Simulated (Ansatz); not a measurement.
## ZnSe: isotropic strain −2.00 %

Start from ZnSe in the zinc blende structure (space group F-43m, No. 216; a = 5.666 Å).

Perturbation: an isotropic linear strain of −2.00 %; the atoms relax in the strained cell.

Method: Ansatz (an electronic-structure program), r2SCAN, PAW, cutoff 500 eV, scalar-relativistic without spin-orbit coupling. k-mesh 10×10×10 (Γ-centred); smearing 0.05 eV (Fermi–Dirac).

The space group remains F-43m (No. 216) and the shortest interatomic distance drops by 0.049 Å (2.453 Å → 2.404 Å). The energy rises by 18 meV/atom and the pressure goes up by 4.525 GPa to 4.52 GPa. The band gap increases by 0.266 eV, from 1.87 eV to 2.13 eV and the gap character remains direct at Γ. The mean gap deformation potential ΔEg/Δln V is -4.4 eV and the electron mass goes from 0.12 mₑ (at Γ) to 0.13 mₑ (at Γ). The hole mass (degenerate bands, along [100]) goes from 0.13, 0.60, 0.60 mₑ (at Γ) to 0.14, 0.55, 0.55 mₑ (at Γ) and the valley order (the lowest conduction-band minima on the path, energy above the VBM, named in the base's zone) changes from Γ 1.87 eV; L along ⟨111⟩ 3.05 eV; X along ⟨100⟩ 3.34 eV to Γ 2.13 eV; L along ⟨111⟩ 3.17 eV; X along ⟨100⟩ 3.19 eV.

Final structure:

```xyz
2
Lattice="0.0000 2.7761 2.7761 2.7761 0.0000 2.7761 2.7761 2.7761 0.0000" Properties=species:S:1:pos:R:3 pbc="T T T"
Zn     0.0000     0.0000     0.0000
Se     1.3881     1.3881     1.3881
```

Cost of the whole job for the changed cell (relaxation, final SCF and bands): around 30 core-seconds (rough).

Masses are band curvatures over ±0.01 Å⁻¹ around the edge. Whether these cells are dynamically stable was not tested.
